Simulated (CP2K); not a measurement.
Input and output of a self-consistent single point for KCrCl₃ (P4mm, 5 atoms in the cell) (CP2K).

Method of the run: LDA (Pade form), GPW, DZVP-MOLOPT-SR-GTH basis, GTH-PADE potentials (GTH_POTENTIALS) in CP2K 2026.2.

```xyz
5
Lattice="4.9779 0.0000 0.0000 0.0000 4.9779 0.0000 0.0000 0.0000 4.9706" Properties=species:S:1:pos:R:3 pbc="T T T"
K      0.0000     0.0000     4.9545
Cr     2.4890     2.4890     2.4111
Cl     2.4890     0.0000     2.4125
Cl     0.0000     2.4890     2.4125
Cl     2.4890     2.4890     4.8963
```
Moments meant for the start (each program seeds them in its own way; μB, in the order of the atoms K Cr Cl Cl Cl): 0.0 3.0 0.0 0.0 0.0.

Reference input (self-consistent single point, DFT PBEsol, GPW, DZVP-MOLOPT-SR-GTH basis, GTH-PBE potentials (GTH_POTENTIALS)): UKS = T; CUTOFF = 600 Ry; REL_CUTOFF = 50 Ry; SMEAR/METHOD = FERMI_DIRAC; ELECTRONIC_TEMPERATURE = 1578.21 K; KPOINTS/SCHEME = MONKHORST-PACK 5 5 5; XC_FUNCTIONAL = PBE:PBESOL; K/BASIS_SET = DZVP-MOLOPT-SR-GTH-q9; K/POTENTIAL = GTH-PBE-q9; Cr/BASIS_SET = DZVP-MOLOPT-SR-GTH-q14; Cr/POTENTIAL = GTH-PBE-q14; Cl/BASIS_SET = DZVP-MOLOPT-SR-GTH-q7. This run's input differs from it in these lines:

```diff
@@ -44,6 +44,3 @@
     &XC
-      &XC_FUNCTIONAL
-        &PBE
-          PARAMETRIZATION PBESOL
-        &END PBE
+      &XC_FUNCTIONAL PADE
       &END XC_FUNCTIONAL
@@ -82,3 +79,3 @@
       BASIS_SET DZVP-MOLOPT-SR-GTH-q9
-      POTENTIAL GTH-PBE-q9
+      POTENTIAL GTH-PADE-q9
     &END KIND
@@ -86,3 +83,3 @@
       BASIS_SET DZVP-MOLOPT-SR-GTH-q14
-      POTENTIAL GTH-PBE-q14
+      POTENTIAL GTH-PADE-q14
       MAGNETIZATION 3
@@ -91,3 +88,3 @@
       BASIS_SET DZVP-MOLOPT-SR-GTH-q7
-      POTENTIAL GTH-PBE-q7
+      POTENTIAL GTH-PADE-q7
     &END KIND
```

Log, with long lists cut:

```
 SCF WAVEFUNCTION OPTIMIZATION

  Step     Update method      Time    Convergence         Total energy    Change
     1 NoMix/Diag. 0.20E+00      -     0.45066147      -160.1500585761 -1.60E+02
     2 Broy./Diag. 0.20E+00      -     0.10000342      -162.9588213602 -2.81E+00
     3 Broy./Diag. 0.20E+00      -     0.03279616      -160.5711095186  2.39E+00
     4 Broy./Diag. 0.20E+00      -     0.02386149      -160.1090418472  4.62E-01
     5 Broy./Diag. 0.20E+00      -     0.01540812      -160.0885622435  2.05E-02
     6 Broy./Diag. 0.20E+00      -     0.01787712      -160.3300174043 -2.41E-01
   [... 35 lines left out ...]
    42 Broy./Diag. 0.20E+00      -     0.00000550      -160.2286206103  3.39E-04
    43 Broy./Diag. 0.20E+00      -     0.00000681      -160.2284571115  1.63E-04
    44 Broy./Diag. 0.20E+00      -     0.00000306      -160.2283812914  7.58E-05
    45 Broy./Diag. 0.20E+00      -     0.00000067      -160.2284196264 -3.83E-05
  *** SCF run converged in    45 steps ***

  Overlap energy of the core charge distribution:               0.00000000000000
  Self energy of the core charge distribution:               -307.69949653084893
  Core Hamiltonian energy:                                     77.14070479568507
  Hartree energy:                                              93.17499933534121
  Exchange-correlation energy:                                -22.84214240122363
  Electronic entropic energy:                                  -0.00248482672255
  Fermi energy:                                                 0.14166010812418

  Total energy:                                              -160.22841962644145
  Total energy (extrapolated to T->0):                       -160.22717721308018

   [... lines left out ...]

 STRESS| Analytical stress tensor [bar]
 STRESS|                        x                   y                   z
 STRESS|      x       -4.35850850512E+04   2.25689576142E-04  -1.12663906207E-04
 STRESS|      y        2.25689576142E-04  -4.35850848130E+04  -1.12664266438E-04
 STRESS|      z       -1.12663906207E-04  -1.12664266438E-04  -4.30196882550E+04
 STRESS| 1/3 Trace                                            -4.33966193730E+04
```

The run converged in 45 iterations. Against the reference run the pressure goes from -2.18 to -4.34 GPa, the largest force goes from 0.019 to 0.010 eV/Å and the size of the net moment stays at 0.80 μB/atom.

The starting cell comes from a database of computed structures (which also holds hypothetical and non-ambient phases and stackings), without a prior relaxation at this level. With one magnetic atom in the cell only a parallel order is possible. Values carry the incompleteness of an atom-centred basis. With a pressure of about -4 GPa the cell is away from its equilibrium volume at this level.

Cost on one core of a shared machine: roughly 60 s.
